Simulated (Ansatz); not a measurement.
Consider BeS in the zinc blende structure (space group F-43m, No. 216; a = 4.869 Å). Axes: x, y, z lie along the cube axes.

Method: r2SCAN (Ansatz, a program for electronic structure, PAW, no spin-orbit coupling).

Before the change:

| Item | Value |
|---|---|
| Valley order | X along ⟨100⟩ 3.59 eV |

It is then changed as follows: biaxial strain −0.50 %, plane normal [001], relaxed out of plane (Cartesian); in-plane vectors clamped, the third vector and the atoms free.

Problem. Predict the new in-plane stress.

Solution. The mean in-plane stress (compression positive) comes out as +0.9 GPa.

Problem. Predict the new valley order.

Solution. The valley order (the lowest conduction-band minima on the path, energy above the VBM, named in the base's zone) changes from X along ⟨100⟩ 3.59 eV to X along [010] 3.54 eV; X along [001] 3.61 eV.

The levels and masses belong to the bands next to the band gap. Stability against distortions was not tested.
